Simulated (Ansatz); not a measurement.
Reference: NaH (Fm-3m), PBEsol, rigid bands (plane waves, PAW, scalar-relativistic; Ansatz, a quantum-chemistry and plane-wave program); geometry: cell and atoms relaxed with PBEsol.

```
CELL_PARAMETERS angstrom
      0.00000     2.39574     2.39574
      2.39574     0.00000     2.39574
      2.39574     2.39574     0.00000
ATOMIC_POSITIONS crystal
  Na 0.00000 0.00000 0.00000
  H  0.50000 0.50000 0.50000
```

The band gap comes out as 3.61 eV. The electron conductivity mass is 0.47 mₑ and the hole conductivity mass is 1.44 mₑ. The Seebeck coefficient, n-type 1e19 cm⁻³ is -351 μV/K.

**Question.** Swap Na for Li, keeping the structure type. How do these values move?

**Answer.** LiH (Fm-3m): volume per atom 13.8 to 7.9 Å³; band gap falls (3.61 eV to 2.73 eV); electron conductivity mass falls (0.47 mₑ to 0.28 mₑ); hole conductivity mass falls (1.44 mₑ to 0.40 mₑ); Seebeck coefficient, n-type 1e19 cm⁻³ falls in size (-351 μV/K to -298 μV/K).

**Question.** Replace Na by Cs on the same sites and relax. What happens?

**Answer.** CsH (Fm-3m): volume per atom 13.8 to 30.6 Å³; band gap falls (3.61 eV to 2.07 eV); electron conductivity mass stays about the same (0.47 mₑ to 0.46 mₑ); hole conductivity mass falls (1.44 mₑ to 0.69 mₑ); Seebeck coefficient, n-type 1e19 cm⁻³ falls in size (-351 μV/K to -313 μV/K).

**Question.** Replace H by Cl on the same sites and relax. What happens?

**Answer.** NaCl (Fm-3m): volume per atom 13.8 to 22.0 Å³; band gap rises (3.61 eV to 5.01 eV); electron conductivity mass falls (0.47 mₑ to 0.40 mₑ); hole conductivity mass rises (1.44 mₑ to 3.1 mₑ); Seebeck coefficient, n-type 1e19 cm⁻³ falls in size (-351 μV/K to -186 μV/K).

Moves up to 5 % count as about the same. Masses are for dilute carriers at 300 K, harmonic means over directions unless an axis is named. Seebeck coefficients are for the stated density at 300 K, with one relaxation time for all states and whether or not that doping can be reached. Spin-orbit coupling is left out.

Formula and space group known from diffraction (Crystallography Open Database), not checked to be the room-temperature form: CsH (Fm-3m).
